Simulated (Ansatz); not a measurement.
Structures of equal composition on the (0001) surface of 4H silicon carbide (Si plane on top): (√3x√3)R30° Si adatom at H3; (√3x√3)R30° Si adatom at T4. The slabs share one bottom face, and each structure is named by its start. These are constructed structures in small cells; real faces may alloy, dewet or reconstruct in larger ones, and not all known structures of the face are among them. Slabs of about 10 Å, Fermi-Dirac smearing of 0.025 eV. Bottom of the slabs: H caps. Relaxed from the named starts with such symmetry as they have, on meshes of like density; energies extrapolated to zero smearing; spin only where a row says so; no spin-orbit coupling, no U. Brackets mark spin-polarised runs, whose order is one that fits the cell. Where a second, spin-polarised start was run, the lower counts.

All values below come from r2SCAN, at the PBE geometry (plane waves to 500 eV, PAW; Ansatz, an electronic-structure program).

**Question.** Put the candidates in order of energy per 1x1 cell, lowest first, for r2SCAN, at the PBE geometry.

**Answer.** (√3x√3)R30° Si adatom at T4 (0.000 eV [spin, 1.0 μB a cell], gap 0.89 eV on the mesh), (√3x√3)R30° Si adatom at H3 (0.183 eV [spin, 1.0 μB a cell], gap 1.03 eV on the mesh)
